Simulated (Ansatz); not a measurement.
Take WSe2 (space group Fm-3m, No. 225; a = 6.261 Å; ferromagnetic; a hypothetical phase, not in the database extracts checked; relaxed with 0.1 eV smearing) as the base. Axes: x, y, z lie along the cube axes.

Structures relaxed with r2SCAN (Ansatz, an electronic-structure program; PAW; 500 eV plane waves; without spin-orbit coupling).

Base:

Simulated powder pattern, Cu Kα1, λ = 1.54056 Å (kinematic, ideal powder, no thermal factors, no anomalous dispersion; the 8 strongest lines at most, above 2 %, up to 2θ = 90°):

```csv
2θ (°),I/Imax (%),hkl
24.61,70,(111)
40.73,100,(220)
48.17,36,(311)
58.96,17,(400)
64.86,15,(331)
74.13,35,(422)
79.48,12,(333)
88.21,12,(440)
```

It is then changed as follows: biaxial strain +0.61 %, plane normal [001], relaxed out of plane (Cartesian); in-plane vectors clamped, the third vector and the atoms free.

Problem. Where do the lines fall after the change?

Solution. 
Simulated powder pattern, Cu Kα1, λ = 1.54056 Å (kinematic, ideal powder, no thermal factors, no anomalous dispersion; the 8 strongest lines at most, above 2 %, up to 2θ = 90°):

| 2θ (°) | d (Å) | I/Imax (%) | hkl |
|---|---|---|---|
| 24.53 | 3.626 | 100 | (111) |
| 40.47 | 2.227 | 48 | (220) |
| 40.67 | 2.217 | 95 | (202) |
| 47.90 | 1.898 | 35 | (311) |
| 48.24 | 1.885 | 17 | (113) |
| 58.57 | 1.575 | 16 | (400) |
| 73.74 | 1.284 | 33 | (422) |
| 74.13 | 1.278 | 16 | (224) |

The indices refer to the base's conventional cell; one index is shown for lines that coincide. The space group is now I4/mmm (No. 139).

The magnetic state is the one reached from the starting moments; the real material's order can differ, and small cells can't hold many antiferromagnetic ones. Stability against distortions was not tested.
